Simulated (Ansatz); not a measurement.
The starting structures come from a database of crystals and need not be the phases stable at ambient conditions.

Input:

```xyz
20
Lattice="5.4137 0.0000 0.0000 1.8999 9.3077 0.0000 -1.7569 4.6539 4.5332" Properties=species:S:1:pos:R:3 pbc="T T T"
Li     2.3034     4.6539     2.2886
Li     3.2533     9.3077     2.2446
Sc     5.9601     9.3077     0.9774
Sc    -0.4035     4.6539     3.5559
Si     1.4100     7.4285     3.7482
Si     4.1467     6.5331     0.7850
Si     5.0966    11.1869     3.7482
Si     0.4600     2.7746     0.7850
O      1.0582    10.6765     4.4977
O      4.4985     3.2851     0.0355
O      0.0347     7.9389     4.4977
O      5.5220     6.0227     0.0355
O      0.4324     1.1211     0.7695
O      5.1242    12.8405     3.7638
O      4.1743     8.1866     0.7695
O      1.3824     5.7750     3.7638
O      4.0482     5.8419     2.2458
O      1.5084     8.1197     2.2875
O      0.5585     3.4658     2.2458
O      4.9982    10.4958     2.2875
```

Space group of this cell: C2/c. The cell is taken as given; by PBEsol its mean pressure is -3.9 GPa.

Transport runs along the normal of the first two printed cell vectors.

No gap correction and no spin-orbit coupling; mid-gap values are interpolated between computed energies.

Q: State the band gap and the smallest decay constant κ at mid-gap according to PBEsol (Ansatz, a first-principles code).

A: Gap 4.92 eV on a 8×8×8 mesh; κ = 0.452 1/Å, at the zone centre.
